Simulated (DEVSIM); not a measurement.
Structure: Schottky contact on n-type Si, at 300 K.

| layer (left to right) | material | thickness (μm) | Nd (cm⁻³) | τn (s) | τp (s) |
|---|---|---|---|---|---|
| 1 | Si | 0.360 | 3.4e15 | 1.3e-6 | 1.3e-6 |
| 2 | Si | 2.40 | 1.3e18 | 1.3e-6 | 1.3e-6 |

Left contact: Schottky, work function 4.85 eV, emission velocity 8.9e6 cm/s. Right contact: ohmic. Voltage is applied to the left contact. Recombination: SRH at mid-gap, Auger. Mobility is constant in doping.

Constants are typed, rounded textbook-type inputs, not results; the design itself was drawn at random and stands for no fabricated device. Values at 300 K.

```csv
parameter,Si
gap (eV),1.124
affinity (eV),4.05
permittivity,11.7
Nc (cm⁻³),2.86e19
Nv (cm⁻³),3.1e19
μn (cm²/Vs),1417
μp (cm²/Vs),470
Cn (cm⁶/s),2.8e-31
Cp (cm⁶/s),9.9e-32
```

Simulated with DEVSIM: 1D drift-diffusion, Boltzmann statistics, complete ionisation; no tunnelling, impact ionisation, image-force lowering or self-heating. Metal contacts follow the ideal Schottky-Mott rule: no Fermi-level pinning, no interface dipoles.

Q: Give the small-signal capacitance in reverse bias (quasi-static).

A: 
```json
[
 {"V (V)": "-0.2", "C (nF/cm²)": "30.8"},
 {"V (V)": "-0.5", "C (nF/cm²)": "29.9"},
 {"V (V)": "-1", "C (nF/cm²)": "29.2"},
 {"V (V)": "-1.5", "C (nF/cm²)": "28.9"},
 {"V (V)": "-2", "C (nF/cm²)": "28.7"},
 {"V (V)": "-3", "C (nF/cm²)": "28.5"},
 {"V (V)": "-4", "C (nF/cm²)": "28.4"},
 {"V (V)": "-5", "C (nF/cm²)": "28.2"},
 {"V (V)": "-6.5", "C (nF/cm²)": "28.1"},
 {"V (V)": "-8", "C (nF/cm²)": "27.9"}
]
```
